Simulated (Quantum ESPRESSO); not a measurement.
# Quick settings and what they miss: AuAl2 (Fm-3m, 3 atoms in the cell)

Self-consistent single point.

```
CELL_PARAMETERS angstrom
     -2.97840     0.00000     2.97840
      0.00000     2.97840     2.97840
     -2.97840     2.97840     0.00000
ATOMIC_POSITIONS crystal
  Al 0.25000 0.25000 0.25000
  Al 0.75000 0.75000 0.75000
  Au 0.00000 0.00000 0.00000
```

Computed with PBE, PseudoDojo standard norm-conserving (PBE) pseudopotentials (plane waves; Quantum ESPRESSO 7.5).

Base settings: ecutwfc = 80 Ry; occupations = smearing; smearing = cold; degauss = 0.0073499 Ry; potentials = {Al: Al.upf, Au: Au.upf}; K_POINTS = automatic 7 7 7 0 0 0; conv_thr = 1e-10 Ry; mixing_beta = 0.5.

Tight run (finer mesh or higher cutoff; not a proven limit): ecutwfc: 80 Ry → 112 Ry; conv_thr: 1e-10 Ry → 7.3e-11 Ry; K_POINTS: automatic 7 7 7 0 0 0 → automatic 10 10 10 0 0 0. It gave Fermi level (on the code's own zero) 11.59 eV; pressure 6.01 GPa.

Quick runs, as changes from the base:
- A: the base itself
- B: ecutwfc: 80 Ry → 40 Ry; smearing: cold → fd; degauss: 0.0073499 Ry → 0.019992 Ry; K_POINTS: automatic 7 7 7 0 0 0 → automatic 8 8 8 0 0 0
- C: ecutwfc: 80 Ry → 48 Ry; smearing: cold → gauss; degauss: 0.0073499 Ry → 0.019992 Ry; K_POINTS: automatic 7 7 7 0 0 0 → automatic 1 1 1 1 1 1
- D: K_POINTS: automatic 7 7 7 0 0 0 → automatic 4 4 4 1 1 1
- E: ecutwfc: 80 Ry → 56 Ry; K_POINTS: automatic 7 7 7 0 0 0 → automatic 8 8 8 0 0 0
- F: ecutwfc: 80 Ry → 56 Ry; conv_thr: 1e-10 Ry → 7.3e-06 Ry; K_POINTS: automatic 7 7 7 0 0 0 → automatic 4 4 4 1 1 1

Energies are extrapolated to zero smearing width, which holds to low order in the width alone (under cold and Methfessel-Paxton smearing the free energy itself is taken).

Dashes: pressure of F, not trusted under this conv_thr with d or f elements.

The count of work is k-points × plane waves × bands × iterations; it is no time. 

The starting cell has typed, rounded lattice constants, without a prior relaxation at this level. Its lattice was rescaled by a random factor within 2.5 % of one. In the base run, with a pressure of about 6 GPa the cell is away from its equilibrium volume at this level.

```csv
run,energy less tight (meV/atom),pressure less tight (GPa),count of work / tight
A,2.4,-0.02,0.26
B,747.2,-27.53,0.12
C,1163.4,-11.26,0.0064
D,-8.1,0.00,0.12
E,38.5,-3.29,0.20
F,32.2,–,0.044
```

Among the runs at the tight run's level, the energy misses run from 2.4 to 1163.4 meV/atom.
